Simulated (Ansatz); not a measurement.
Abridged Ansatz (an electronic-structure program) output:

```
Relaxation: its limit of steps is 50 (relax.max_steps)
Pseudopotential: W, paw, valence charge 14
Pseudopotential: C, paw, valence charge 4
Crystal: 2 atoms, lattice volume = 19.345 Å³
Basis set: ecut = 420 eV, 393 PW (Γ), exchange–correlation on 40×40×40 points (8 copies of the dense FFT grid, shifted against one another)
Bands: 13, of which v1, the nominal top of the filled ones, is band 9 counted from 1 (8 counted from 0)
Symmetry: 12 space group operations
k-points: 616 of 10580 (time reversal used)
Functional: x = slater, c = lda
SCF iter   1: F=—  HF=-10373.236295 eV  |F-HF|=—  |Δ(HF+E_count)|=         —  Δρ=1.32e-2  dr2=3.16e-2  ethr=1.77e-3  ⟨swp⟩=5.1  Hψ=39526  notcnv=0
SCF iter   2: F=—  HF=-10373.233792 eV  |F-HF|=—  |Δ(HF+E_count)|=   2.50e-3  Δρ=8.92e-3  dr2=1.71e-2  ethr=1.76e-4  ⟨swp⟩=1.0  Hψ=12936  notcnv=0
SCF 1 converged in 6 iterations: F = -10373.230037 eV  dr2 = 2.22e-9
relax step   1: F+E_penalty+E_count = -10373.23003709 eV  Δ(F+E_penalty+E_count) = +0.000e0 eV  max|allowed force component| = 5.782e-17 eV/Å  Δτ_max = 0.0000 Å  P = +19.936 GPa  Ω = 19.345 Å³  fix = [a, b, gamma]  reactions: a +31.218, b +31.218 GPa  (6 SCF iters, dr2 threshold 1.00e-7 eV, accepted)
[... steps on the carried basis left out ...]
relax step   6: F+E_penalty+E_count = -10373.23042664 eV  Δ(F+E_penalty+E_count) = -5.301e-7 eV  max|allowed force component| = 3.562e-16 eV/Å  Δτ_max = 0.0000 Å  P = +21.246 GPa  Ω = 19.297 Å³  energy of the carried Pulay correction = +5.218e-7 eV  fix = [a, b, gamma]  reactions: a +31.870, b +31.870 GPa  (7 SCF iters, dr2 threshold 3.69e-10 eV, accepted)
Crystal: 2 atoms, lattice volume = 19.297 Å³
SCF iter   1: F=—  HF=-10373.230426 eV  |F-HF|=—  |Δ(HF+E_count)|=         —  Δρ=6.99e-7  dr2=6.15e-11  ethr=8.77e-8  ⟨swp⟩=3.1  Hψ=61932  notcnv=0
SCF iter   2: F=—  HF=-10373.230426 eV  |F-HF|=—  |Δ(HF+E_count)|=   7.36e-9  Δρ=4.01e-7  dr2=2.23e-11  ethr=3.42e-13 (applied; sched 1.00e-12)  ⟨swp⟩=4.1  Hψ=21910  notcnv=0
SCF 7 converged in 9 iterations: F = -10373.230426 eV  dr2 = 1.57e-15
SCF converged after 9 iterations
Free energy (F): -10373.230426 eV
Internal energy: -10373.221729 eV  (E = F + TS)
E sigma→0 (E₀):  -10373.226078 eV
Entropy (-TS):   -0.008697 eV (-4.348 meV/atom)
Fermi energy:    22.028604 eV
--- Forces (eV/Å), atoms counted from 1 ---
  atom   1  W     -0.00000000    -0.00000000     0.00000000
  atom   2  C     -0.00000000    -0.00000000     0.00000000
--- Stress (GPa, compression-positive) ---
       31.869603      -0.000000       0.000000
        0.000000      31.869603      -0.000000
        0.000000      -0.000000      -0.000056
  P = ⅓ Tr σ = 21.2464 GPa (212.464 kbar)
--- Relaxed structure (5 steps of the walk, 5 accepted, 2 SCFs on fresh bases) ---
  cell:  # Å, volume = 19.2973 Å³
    - [2.7977766384678806, 2.886754593156539e-11, 1.274076466572637e-19]
    - [1.3988883192089403, 2.4229456430422496, 6.370382332749326e-20]
    - [1.2995464686730765e-19, -1.3649624052767621e-34, 2.8466836939095197]
  atoms:
    - { symbol: W, position: [-9.251858536388852e-18, -9.251858536388853e-18, 3.6160942895746295e-35] }
    - { symbol: C, position: [0.3333333333333333, 0.33333333333333326, 0.49999999999999994] }
```

Q: What was computed, and what are the main results?

A: WC, 2 atoms in the cell, with LDA in Ansatz (plane waves to 420 eV, PAW, without spin-orbit coupling). The last SCF converged to F = -10373.230426 eV, or -5186.6152 eV per atom, at a pressure of 21.25 GPa. The total energy compares only with runs of the same code, potentials and settings.

The cells carry an imposed strain or load. Whether these cells are dynamically stable was not tested. All final runs are without spin polarisation. The cell was made from WC (space group P-6m2, No. 187) by this change: biaxial strain −3.00 %, plane normal [001], relaxed out of plane.

Keys are those of Ansatz 0.2.
